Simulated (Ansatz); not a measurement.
Cubic perovskite KZnF3, treated with PBE0 (Ansatz, a program for electronic structure, PAW).

Numerical settings: plane-wave cutoff 520 eV, 6×6×6 k mesh, scalar-relativistic PAW data made under PBE.

Cell (relaxed at this level):

KZnF₃ has the cubic space group Pm-3m (No. 221), the cubic perovskite structure, Pearson symbol cP5. Conventional cell: a = 4.076 Å, b = 4.076 Å, c = 4.076 Å, α = 90.00°, β = 90.00°, γ = 90.00°. K on 1a is surrounded by 12 F at 2.882 Å (cuboctahedral). Zn on 1b has 6 F at 2.038 Å (octahedral). F on 3c has 2 Zn at 2.038 Å and 4 K at 2.882 Å (octahedral). (Neighbours: up to the widest gap in distance over summed covalent radii, below 1.35, at either atom; cation-cation and far metal-metal contacts left out.)

Problem. Estimate the Young modulus, Poisson ratio and polycrystal shear modulus (Hill average) that the calculation returns.

Solution. 
* **Young modulus**: 96.8 GPa
* **Poisson ratio**: 0.293
* **polycrystal shear modulus (Hill average)**: 37.4 GPa

Elastic constants are with the ions relaxed.

It cost roughly 50 core-minutes of CPU time.
